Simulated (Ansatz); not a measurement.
The starting structures come from a database of crystals and need not be the phases stable at ambient conditions.

Given:

```yaml
crystal:
  lattice:
    - [7.30536, 0.00000, 0.00000]
    - [-3.65268, 7.64871, 0.00000]
    - [0.00000, 2.68925, 5.82293]
  atoms:
    - { symbol: Rb, position: [0.69042, 0.71014, 0.64493] }
    - { symbol: Rb, position: [0.30958, 0.28986, 0.35507] }
    - { symbol: Rb, position: [0.98028, 0.28986, 0.85507] }
    - { symbol: Rb, position: [0.01972, 0.71014, 0.14493] }
    - { symbol: Si, position: [0.50000, 0.00000, 0.25000] }
    - { symbol: Si, position: [0.50000, 0.00000, 0.75000] }
    - { symbol: As, position: [0.75602, 0.19074, 0.40463] }
    - { symbol: As, position: [0.24398, 0.80926, 0.59537] }
    - { symbol: As, position: [0.56528, 0.80926, 0.09537] }
    - { symbol: As, position: [0.43472, 0.19074, 0.90463] }
```

Space group of this cell: Ibam. The cell is taken as given; by PBEsol its mean pressure is -0.5 GPa.

Transport runs along the normal of the first two printed cell vectors.

No gap correction and no spin-orbit coupling; mid-gap values are interpolated between computed energies.

Estimate the band gap and the smallest decay constant κ at mid-gap that PBEsol run with Ansatz (an electronic-structure program) returns for this system.

Gap 0.94 eV on a 6×6×6 mesh; κ = 0.124 1/Å, at the zone centre.
